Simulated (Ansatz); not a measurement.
System: antifluorite K2Se. Method: B3LYP (VWN-RPA form) (plane waves, PAW; Ansatz, a program for electronic structure).

Run with plane-wave cutoff 460 eV, 6×6×6 k mesh, Fermi–Dirac smearing 0.01 eV, scalar-relativistic PAW data made under PBE.

Cell (measured lattice):

```yaml
crystal:
  lattice:
    - [0.00000, 3.83800, 3.83800]
    - [3.83800, 0.00000, 3.83800]
    - [3.83800, 3.83800, 0.00000]
  atoms:
    - { symbol: K, position: [0.25000, 0.25000, 0.25000] }
    - { symbol: K, position: [0.75000, 0.75000, 0.75000] }
    - { symbol: Se, position: [0.00000, 0.00000, 0.00000] }
```

Question: Predict the band gap and smallest direct gap on the k points sampled.

Answer: 
- band gap: 3.37 eV (on the SCF k mesh) (indirect)
- smallest direct gap on the k points sampled: 3.50 eV

Note: cell and atoms aren't relaxed at this level (pressure 0.7 GPa).

Spin–orbit coupling is not included.

The computed numbers hold no vibrational or temperature effects.

Computing time: very roughly 110 core-seconds.
